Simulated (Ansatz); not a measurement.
CuO (within 0.1 Å of P4₂/mmc, No. 131, 4 atoms in the cell; start mp-1692) was calculated with HSE06 in Ansatz (plane waves, PAW).

Numerical settings: plane-wave cutoff 500 eV, 10×10×6 k mesh (along the axes of the cell as run), Fermi–Dirac smearing 0.05 eV, spin-polarised start, scalar-relativistic PAW data made under PBE.

Cell (relaxed with r²SCAN):

```
CuO
1.0
    2.87963    -0.01831    -0.00422
    0.02077     2.87963    -0.00425
    0.00981     0.00961     5.17166
Cu O
2 2
Direct
  0.50000   0.00000   0.50000
  0.00000   0.50000   0.00000
  0.00018   0.99982   0.25000
  0.99982   0.00018   0.75000
```

### Question
What does this level give for the band gap?

### Answer

- band gap = 2.12 eV (on the SCF k mesh)

Note: the magnetic order was assumed, not searched for or taken from measurement; exact exchange on metals is sensitive to the k mesh and can open a false gap; cell and atoms aren't relaxed at this level (pressure 1.8 GPa).

The computed numbers hold no vibrational or temperature effects.

The result took roughly 50 core-minutes.

A start named mp-… is a Materials Project structure, which need not be a measured phase.

Ansatz is a quantum-chemistry and plane-wave program.
